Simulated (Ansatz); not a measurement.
Input and output of a self-consistent single point for TiCo (P4mm, 2 atoms in the cell) (Ansatz, an electronic-structure program).

Level of theory: LDA (PW92), PAW files made with PBE (plane waves; Ansatz).

```
TiCo
1.0
    2.98103     0.00000     0.00000
    0.00000     2.98103     0.00000
    0.00000     0.00000     2.98103
Ti Co
1 1
Direct
  0.00000   0.00000   0.01677
  0.50000   0.50000   0.50000
```

Reference input (self-consistent single point, DFT, LDA (PW92), plane waves, PAW files made with PBE): basis.ecutwfc = 420 eV; kpoints.mp_grid.grid = 11 11 11; hamiltonian.xc = lda; hamiltonian.pseudopotentials = {kind: paw} (the program's default PAW files); scf.occupations.method = fermi_dirac; scf.occupations.width = 0.1 eV. This run's input differs from it in these lines:

Ansatz 0.2 input:
```diff
@@ -9,3 +9,3 @@
 basis:
-  ecutwfc: 420.0 eV
+  ecutwfc: 295.0 eV
 kpoints:
```

Log, with long lists cut:

```
SCF iter   1: F=—  HF=-7513.931391 eV  |F-HF|=—  |Δ(HF+E_count)|=         —  Δρ=6.70e-2  dr2=1.34e0  ethr=3.10e-3  ⟨swp⟩=4.0  Hψ=8595  notcnv=0
all-band conjugate gradients solve this SCF's bands
preconditioner: auto → none
SCF iter   2: F=—  HF=-7513.846947 eV  |F-HF|=—  |Δ(HF+E_count)|=   8.44e-2  Δρ=1.23e-1  dr2=4.26e0  ethr=3.10e-3  ⟨swp⟩=2.2  Hψ=4777  notcnv=0  recentre
   [... lines left out ...]
SCF iter   6: F=—  HF=-7513.579457 eV  |F-HF|=—  |Δ(HF+E_count)|=   2.55e-4  Δρ=1.17e-3  dr2=3.48e-4  ethr=1.84e-5  ⟨swp⟩=1.0  Hψ=2394  notcnv=0
SCF iter   7: F=—  HF=-7513.579437 eV  |F-HF|=—  |Δ(HF+E_count)|=   2.03e-5  Δρ=1.52e-4  dr2=7.40e-6  ethr=1.20e-6  ⟨swp⟩=1.0  Hψ=2394  notcnv=0
SCF iter   8: F=—  HF=-7513.579441 eV  |F-HF|=—  |Δ(HF+E_count)|=   3.51e-6  Δρ=3.04e-5  dr2=3.08e-7  ethr=2.55e-8  ⟨swp⟩=1.0  Hψ=2394  notcnv=0
SCF iter   9: F=-7513.579441 eV  HF=-7513.579441 eV  |F-HF|=7.66e-10  |Δ(HF+E_count)|=   2.35e-8  Δρ=1.77e-6  dr2=8.93e-10  ethr=3.45e-10  ⟨swp⟩=3.1  Hψ=6481  notcnv=0
SCF 1 converged in 9 iterations: F = -7513.579441 eV  dr2 = 8.93e-10
Free energy (F): -7513.579441 eV
Internal energy: -7513.492187 eV  (E = F + TS)
E sigma→0 (E₀):  -7513.535814 eV
Entropy (-TS):   -0.087254 eV (-43.627 meV/atom)
Fermi energy:    16.229762 eV
--- Forces (eV/Å), atoms counted from 1 ---
  atom   1  Ti     0.00000000     0.00000000    -0.18981189
  atom   2  Co    -0.00000000     0.00000000     0.18981014
--- Stress (GPa, compression-positive) ---
      -14.535579       0.000000       0.000000
        0.000000     -14.535579       0.000000
        0.000000       0.000000     -14.608087
  P = ⅓ Tr σ = -14.5597 GPa (-145.597 kbar)
  The stress holds the Pulay correction. Without it, at fixed plane waves, as pw.x and ABINIT print it: P = -33.1642 GPa
```

The run converged in 9 iterations. Against the reference run the free energy rises by 170 meV/atom, the pressure goes from -14.10 to -14.56 GPa and the largest force goes from 0.166 to 0.190 eV/Å.

The starting cell has typed, rounded lattice constants, without a prior relaxation at this level. Its lattice was rescaled by up to half a per cent. One atom was moved a little off its site on purpose. Spin polarisation is off. Ansatz's pressure includes its estimate of the finite-basis (Pulay) stress. Without the estimate this run gives -33.16 GPa. The cutoff lies below the one recommended for these files.
